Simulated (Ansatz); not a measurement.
KP15 (P-1, No. 2, 32 atoms in the cell; start mp-1211471) was calculated with PBEsol (Ansatz, an electronic-structure program, PAW).

Numerical settings: plane-wave cutoff 520 eV, 6×4×4 k mesh (along the axes of the cell as run), Fermi–Dirac smearing 0.01 eV, scalar-relativistic PAW data made under PBE.

Cell (relaxed with PBE-D3(BJ)):

```
CELL_PARAMETERS angstrom
      6.97023    -0.18844    -0.06751
      2.76214     8.54972    -0.03746
      2.24209    -0.78681    11.39246
ATOMIC_POSITIONS crystal
  K  0.21428 0.79225 0.99751
  K  0.78572 0.20775 0.00249
  P  0.02715 0.57507 0.18306
  P  0.97285 0.42493 0.81694
  P  0.27923 0.11349 0.81605
  P  0.72077 0.88651 0.18395
  P  0.09988 0.22553 0.68608
  P  0.90012 0.77447 0.31392
  P  0.33248 0.30524 0.55474
  P  0.66752 0.69476 0.44526
  P  0.21830 0.42376 0.28986
  P  0.78170 0.57624 0.71014
  P  0.00959 0.65127 0.57854
  P  0.99041 0.34873 0.42146
  P  0.51576 0.73375 0.18661
  P  0.48424 0.26625 0.81339
  P  0.31675 0.01836 0.42278
  P  0.68325 0.98164 0.57722
  P  0.30852 0.54170 0.62280
  P  0.69148 0.45830 0.37720
  P  0.02489 0.10596 0.35950
  P  0.97511 0.89404 0.64050
  P  0.75076 0.49497 0.18637
  P  0.24924 0.50503 0.81363
  P  0.61820 0.23138 0.62268
  P  0.38180 0.76862 0.37732
  P  0.54065 0.09897 0.29233
  P  0.45935 0.90103 0.70767
  P  0.11461 0.10127 0.17154
  P  0.88539 0.89873 0.82846
  P  0.34929 0.21432 0.16596
  P  0.65071 0.78568 0.83404
```

Task: Estimate the band gap, smallest direct gap on the k points sampled and Γ–Γ gap that the calculation returns.

Result: 
* **band gap**: 0.96 eV (indirect)
* **smallest direct gap on the k points sampled**: 1.18 eV
* **Γ–Γ gap**: 1.47 eV

Note: cell and atoms aren't relaxed at this level (largest force component 0.10 eV/Å).

Computed values are for the static lattice.

The result took very roughly 16 core-minutes.

A start named mp-… is a Materials Project structure, which need not be a measured phase.
